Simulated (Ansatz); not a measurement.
Seebeck coefficient (μV/K, mean over directions) of n-type SrTiO₃ (Pm-3m) against carrier density, PBEsol, rigid bands run with Ansatz (a first-principles code). Computed gap 1.85 eV; densities at which minority carriers matter at this gap, or further valleys turn the trend, are left out. Conductivity mass 0.62 mₑ (harmonic mean over directions), N_c = 7.7e19 cm⁻³ at 300 K.

```tsv
electron density	300 K	500 K
1e16 cm⁻³	-987	-1060
1e17 cm⁻³	-788	-862
1e18 cm⁻³	-590	-664
3e18 cm⁻³	-496	-569
1e19 cm⁻³	-393	___
3e19 cm⁻³	-300	-372
1e20 cm⁻³	-205	___
3e20 cm⁻³	-130	-188
1e21 cm⁻³	-73	___
```

Q: Some entries are withheld; supply them.

A: 
- 1e19 cm⁻³, 500 K: -466
- 1e20 cm⁻³, 500 K: -272
- 1e21 cm⁻³, 500 K: -111

Rigid bands with a gap fixed in temperature, one relaxation time for all states, no polarons or phonon drag, and whether or not such doping can be reached. Spin-orbit coupling is left out.
